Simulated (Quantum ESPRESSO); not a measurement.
**Sensitivity of a calculation on the (100) slab of Zn3Sb (cut from a parent of space group no. 139; 16 atoms in the cell) to its settings**

```xyz
16
Lattice="4.1450 0.0000 0.0000 0.0000 8.5412 0.0000 0.0000 0.0000 18.2175" Properties=species:S:1:pos:R:3 pbc="T T T"
Zn     2.0725     2.1353     8.0725
Zn     0.0000     2.1353     6.0000
Zn     2.0725     0.0000     6.0000
Zn     0.0000     6.4059     6.0000
Zn     2.0725     6.4059     8.0725
Zn     0.0000     4.2706     8.0725
Zn     2.0725     2.1353    12.2175
Zn     0.0000     2.1353    10.1450
Zn     2.0725     0.0000    10.1450
Zn     0.0000     6.4059    10.1450
Zn     2.0725     6.4059    12.2175
Zn     0.0000     4.2706    12.2175
Sb     0.0000     0.0000     8.0725
Sb     2.0725     4.2706     6.0000
Sb     0.0000     0.0000    12.2175
Sb     2.0725     4.2706    10.1450
```

Base run A: Quantum ESPRESSO with PBE, PSlibrary PAW (PBE) pseudopotentials, self-consistent single point.

Its settings: ecutwfc = 50 Ry; ecutrho = 300 Ry; occupations = smearing; smearing = marzari-vanderbilt; degauss = 0.0073499 Ry; mixing_mode = local-TF; potentials = {Zn: Zn.pbe-dn-kjpaw_psl.1.0.0.UPF, Sb: Sb.pbe-n-kjpaw_psl.1.0.0.UPF}; K_POINTS = automatic 4 2 1 0 0 0; conv_thr = 1e-10 Ry; mixing_beta = 0.4.

The starting cell comes from a database of computed structures (which also holds hypothetical and non-ambient phases and stackings), without a prior relaxation at this level. The slab is cut from that crystal, and its faces are unrelaxed. Without a gap this mesh is coarse (it stands for a supercell whose shortest in-plane vector is 17 Å).

ΔF is the free energy per atom less that of run A. A dash stands where there is no value to compare (another energy zero or no entropy term, no result, no spin, no clean gap, or a mesh too coarse for one). Absolute energies have different zeros for different potentials, functionals, Hubbard and dispersion terms and are not compared across them.

Run A gave: largest force (eV/Å) 0.351.

Runs:
- B: conv_thr: 1e-10 Ry → 7.3e-05 Ry
- C: vdw_corr: default → grimme-d2 [PBE-D2]
- D: smearing: marzari-vanderbilt → fermi-dirac; degauss: 0.0073499 Ry → 0.0147 Ry
- E: input_dft: default → pbesol [PBEsol]
- F: mixing_ndim: default → 20

Problem. What does run D change against A?

Solution. The free energy drops by 33.6 meV/atom and the largest force goes from 0.351 to 0.328 eV/Å.

Problem. What does run B change against A?

Solution. The free energy stays essentially unchanged (within 1 meV/atom) and the largest force goes from 0.351 to 0.523 eV/Å.

| run | ΔF (meV/atom) | largest force (eV/Å) |
|---|---|---|
| A | 0.00 | 0.351 |
| B | 0.01 | 0.523 |
| C | – | 0.451 |
| D | -33.6 | 0.328 |
| E | – | 0.207 |
| F | 0.00 | 0.351 |
